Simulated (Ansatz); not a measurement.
Levels about the gap of amorphous Hf18O37Mg (56 atoms in a cell of 737 Å³, 8.63 g/cm³; zone centre alone, so wide bands show as single levels with stretches between that a denser mesh fills), at the geometry that PBE relaxed, where it gives 0.1 GPa on a denser mesh. The participation number counts the atoms over which a state spreads; weights are charges in smoothed Voronoi cells. The levels come from a single point, so bond lengths are those of that geometry. Method of the levels: PBE, scalar-relativistic without spin-orbit coupling (Ansatz, a quantum-chemistry and plane-wave program). Sampling: the zone centre alone; Fermi-Dirac width 0.02 eV; no spin polarisation. At PBE the levels at the filled edge of the gap are localised (band-tail or defect states), and the nearest spread-out levels lie 4.1 eV apart at the zone centre.

It comes from a melt-quench run on a machine-learned potential (CHGNet), relaxed afterwards by DFT. O atoms were pushed apart under 1.9 Å during the dynamics, to hinder bonds among them. The hot cell started wider than the set density and was brought back towards it in steps. It is the lowest in DFT energy of 2 quenches. It is a model cell: composition and starting density were chosen by hand, and all elements were melted together. No dispersion term was used. Its density started from a set value of 8.82 and ended at 8.63 g/cm³. The quench (nominally 450 K/ps over its main leg) was far faster than any real one, so the model tends to hold more defects than a real film. Values belong to this one cell and scatter from quench to quench. Volume and shape were free in the relaxation.

```tsv
E - E(highest filled), eV	filling	participation number	largest on	weight O	weight Hf	weight Mg
-0.59	filled	15.4	O, 2 neighbours	0.94	0.05	0.00
-0.53	filled	20.2	O, 2 neighbours	0.95	0.05	0.00
-0.51	filled	19.9	O, 2 neighbours	0.94	0.06	0.00
-0.45	filled	21.3	O, 3 neighbours	0.95	0.05	0.00
-0.40	filled	13.7	O, 3 neighbours	0.95	0.05	0.00
-0.30	filled	11.5	O, 3 neighbours	0.95	0.04	0.00
0.00	filled	3.6	O, 3 neighbours	0.94	0.06	0.00
3.81	empty	27.7	Hf, 7 neighbours	0.50	0.50	0.01
4.01	empty	19.1	Hf, 5 neighbours	0.38	0.62	0.00
4.14	empty	14.0	Hf, 7 neighbours	0.44	0.55	0.01
4.21	empty	23.4	Hf, 6 neighbours	0.37	0.63	0.00
4.35	empty	21.8	Hf, 6 neighbours	0.40	0.60	0.00
4.45	empty	28.9	Hf, 7 neighbours	0.39	0.59	0.02
4.60	empty	35.2	Hf, 6 neighbours	0.41	0.58	0.01
```

Most localised among these is the filled level at +0.00 eV, on a O atom, which has 3 neighbours (Hf 1.98 Å, Mg 2.13 Å, Hf 2.25 Å).
